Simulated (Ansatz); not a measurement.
Reference: Ge (Fd-3m), HSE06, rigid bands (plane waves, PAW, scalar-relativistic; Ansatz, a first-principles code); axes and stresses refer to this cell.

```
CELL_PARAMETERS angstrom
      0.00000     2.83809     2.83809
      2.83809     0.00000     2.83809
      2.83809     2.83809     0.00000
ATOMIC_POSITIONS crystal
  Ge 0.00000 0.00000 0.00000
  Ge 0.25000 0.25000 0.25000
```

The hole conductivity mass is 0.24 mₑ. The Seebeck coefficient, p-type 1e19 cm⁻³ is 271 μV/K and the band gap comes out as 0.77 eV.

**Question.** Change: uniaxial stress along [001] of -4.2 GPa (compression positive). What happens to hole conductivity mass, Seebeck coefficient, p-type 1e19 cm⁻³, band gap?

**Answer.** hole conductivity mass decreases to 0.174 mₑ; Seebeck coefficient, p-type 1e19 cm⁻³ falls to 208 μV/K; band gap shrinks to 0.33 eV.

Masses are for dilute carriers at 300 K, harmonic means over directions unless an axis is named. Seebeck coefficients are for the stated density at 300 K, with one relaxation time for all states and whether or not that doping can be reached. Spin-orbit coupling is left out unless a row names it; without it hole values are far off for these elements. Stresses and pressures are the targets of the relaxation.  The structure type is held under load, also where the real crystal would transform.
